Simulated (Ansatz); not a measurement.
# A self-consistent single point of a (001) slab of TiCd (cut from a parent of space group no. 129; 4 atoms in the cell) with Ansatz

Level of theory: PBEsol, default PAW files made with PBE (plane waves; Ansatz, a program for electronic structure).

This input was run:

Ansatz 0.2 input:
```yaml
crystal:
  lattice:
    - [2.902540, 0.000000, 0.000000]
    - [0.000000, 2.902540, 0.000000]
    - [0.000000, 0.000000, 20.643512]
  atoms:
    - { symbol: Ti, position: [0.000000, 0.500000, 0.452288] }
    - { symbol: Ti, position: [0.500000, 0.000000, 0.547718] }
    - { symbol: Cd, position: [0.000000, 0.500000, 0.660910] }
    - { symbol: Cd, position: [0.500000, 0.000000, 0.339090] }
basis:
  ecutwfc: 420.0
kpoints:
  mp_grid: { grid: [10, 10, 1] }
hamiltonian:
  xc: pbesol
  pseudopotentials: { kind: paw }
scf:
  occupations: { method: fermi_dirac, width: 0.1 }
output:
  forces: true
  eigenvalues: true
  stress: true
```

Output (repeated stretches shortened):

```
WARN the atoms were moved onto the symmetric positions of the space group found under crystal.symmetry.tolerance 1.0e-5 (fractional …
WARN ansatz: RAYON_NUM_THREADS=1 ignored (pool sized by the plan → 1); use --threads N
Pseudopotentials: kind: paw
Pseudopotential: Ti, paw, valence charge 12
Pseudopotential: Cd, paw, valence charge 20
Crystal: 4 atoms, lattice volume = 173.916 Å³
Basis set: ecut = 420 eV, 3385 PW (Γ), exchange–correlation on 40×40×288 points (8 copies of the dense FFT grid, shifted against one another)
Bands: 39, of which v1, the nominal top of the filled ones, is band 32 counted from 1 (31 counted from 0)
Symmetry: 16 space group operations
Space group: P4/nmm (ITA 129), of the structure as read, at distance tolerance 5.6e-5 Å
k-points: 21 of 100
PAW frozen core: Ti, regenerated for the run's functional, and the local potential with it
PAW frozen core: Cd, regenerated for the run's functional, and the local potential with it
Initial density: superposition of atomic densities (neutral atoms: chi_scale 0, normalization atom), corrected by the library's trained network
Initial wavefunctions: pseudopotential atomic-orbital guess
Eigensolver: davidson
Functional: x = pbesol(κ = 0.804, μ = 0.12345679012345678), c = pbesol(β = 0.046)
SCF iter   1: F=—  HF=-21315.240511 eV  |F-HF|=—  |Δ(HF+E_count)|=         —  Δρ=5.70e-3  dr2=9.37e-2  ethr=1.77e-3  ⟨swp⟩=7.3  Hψ=3269  notcnv=0
all-band conjugate gradients solve this SCF's bands
preconditioner: auto → LDOS
SCF iter   2: F=—  HF=-21315.238359 eV  |F-HF|=—  |Δ(HF+E_count)|=   2.15e-3  Δρ=6.05e-3  dr2=5.99e-2  ethr=1.46e-4  ⟨swp⟩=2.4  Hψ=1779  notcnv=0
SCF iter   3: F=—  HF=-21315.223069 eV  |F-HF|=—  |Δ(HF+E_count)|=   1.53e-2  Δρ=1.53e-3  dr2=6.82e-3  ethr=9.35e-5  ⟨swp⟩=2.0  Hψ=1549  notcnv=0
SCF iter   4: F=—  HF=-21315.222210 eV  |F-HF|=—  |Δ(HF+E_count)|=   8.59e-4  Δρ=4.24e-4  dr2=1.09e-3  ethr=1.07e-5  ⟨swp⟩=2.2  Hψ=1261  notcnv=0
SCF iter   5: F=—  HF=-21315.222120 eV  |F-HF|=—  |Δ(HF+E_count)|=   9.06e-5  Δρ=1.25e-4  dr2=5.29e-5  ethr=1.70e-6  ⟨swp⟩=2.0  Hψ=1117  notcnv=0
SCF iter   6: F=—  HF=-21315.222055 eV  |F-HF|=—  |Δ(HF+E_count)|=   6.45e-5  Δρ=4.01e-5  dr2=4.57e-6  ethr=8.27e-8  ⟨swp⟩=2.0  Hψ=1166  notcnv=0
SCF iter   7: F=—  HF=-21315.222059 eV  |F-HF|=—  |Δ(HF+E_count)|=   3.39e-6  Δρ=1.06e-5  dr2=5.67e-7  ethr=7.15e-9  ⟨swp⟩=2.1  Hψ=1042  notcnv=0
SCF iter   8: F=—  HF=-21315.222059 eV  |F-HF|=—  |Δ(HF+E_count)|=   3.41e-7  Δρ=3.53e-6  dr2=1.38e-7  ethr=1.56e-10  ⟨swp⟩=6.9  Hψ=3399  notcnv=0
SCF iter   9: F=-21315.222059 eV  HF=-21315.222059 eV  |F-HF|=5.05e-9  |Δ(HF+E_count)|=   1.51e-8  Δρ=1.60e-6  dr2=8.80e-9  ethr=1.56e-10  ⟨swp⟩=4.2  Hψ=2322  notcnv=0
SCF 1 converged in 9 iterations: F = -21315.222059 eV  dr2 = 8.80e-9
SCF converged after 9 iterations
Free energy (F): -21315.222059 eV
Harris-Foulkes:  -21315.222059 eV  (|F-HF|=5.05e-9)
Internal energy: -21315.061884 eV  (E = F + TS)
E sigma→0 (E₀):  -21315.141971 eV
Entropy (-TS):   -0.160175 eV (-40.044 meV/atom)
Fermi energy:    3.918721 eV
--- Per-component energies (eV) ---
  E_band       = -1745.474007
  E_kinetic    = 1551.362889
  E_local      = -52791.742800  (includes V_loc(G=0)·N_el)
  E_nonlocal   = 89.200209
  E_hartree    = 25752.409982
  E_xc         = -543.301011
  E_vxc        = -683.716503  (∫ρ·V_xc dr)
  E_paw        = -10069.526200  (= ΣΔE_a)
  E_vpaw       = -1415.380334  (= ΣTr[D̂ρ^β])
  E_aug_tail   = 0.000238  (compensation charges beyond the density's cutoff)
  E_ewald      = 14695.572121
  E_core_change = 0.962688  (= ΣΔE_core)
  E_smearing   = -0.160175  (= −TS)
  E_closure    = 0.000000  (closes the sum)
  Σ components = -21315.222059   (vs F -21315.222059, Δ=0.00e0)
--- Forces (eV/Å), atoms counted from 1 ---
  atom   1  Ti     0.00000000     0.00000000     0.10207441
  atom   2  Ti     0.00000000     0.00000000    -0.10207441
  atom   3  Cd    -0.00000000     0.00000000    -0.32526941
  atom   4  Cd     0.00000000     0.00000000     0.32526941
  max |Σ_I F_I| component: 1.11e-16 eV/Å
--- Stress (GPa, compression-positive) ---
       -2.327940      -0.000000       0.000000
       -0.000000      -2.327940      -0.000000
        0.000000      -0.000000      -2.176168
  P = ⅓ Tr σ = -2.2773 GPa (-22.773 kbar)
  The stress holds the Pulay correction. Without it, at fixed plane waves, as pw.x and ABINIT print it: P = -2.2896 GPa
--- Band table (eV; the first three rows and the last of 21) ---
  k-point 0: bands = ["-98.7360", "-98.7360", "-59.8119", "-59.8119", "-59.7865", "-59.7865", "-59.7865", "-59.7865", "-52.7671", "-52.6630", "-29.2797", "-28.9469", "-28.9469", "-28.9224", "-28.7966", "-28.7966", "-5.6687", "-5.6685", "-5.2989", [...]
  k-point 1: bands = ["-98.7357", "-98.7357", "-59.8115", "-59.8115", "-59.7913", "-59.7913", "-59.7862", "-59.7862", "-52.7605", "-52.6614", "-29.2732", "-29.0112", "-28.9402", "-28.8946", "-28.8301", "-28.7972", "-5.6063", "-5.6061", "-5.2207", [...]
  k-point 2: bands = ["-98.7349", "-98.7349", "-59.8105", "-59.8105", "-59.8038", "-59.8038", "-59.7852", "-59.7852", "-52.7426", "-52.6582", "-29.2616", "-29.1165", "-28.9215", "-28.9100", "-28.8858", "-28.7998", "-5.4990", "-5.4988", "-4.9741", [...]
  k-point 20: bands = ["-98.7298", "-98.7298", "-59.8323", "-59.8323", "-59.8323", "-59.8323", "-59.8039", "-59.8039", "-52.6311", "-52.6311", "-29.3132", "-29.3132", "-29.0685", "-29.0685", "-29.0200", "-29.0200", "-5.4531", "-5.4531", "-4.9806", [...]
```

The run converged in 9 iterations.

The starting cell comes from a database of computed structures (which also holds hypothetical and non-ambient phases and stackings), without a prior relaxation at this level. The slab is cut from that crystal, and its faces are unrelaxed. Its lattice was rescaled by up to half a per cent. Spin polarisation is off.
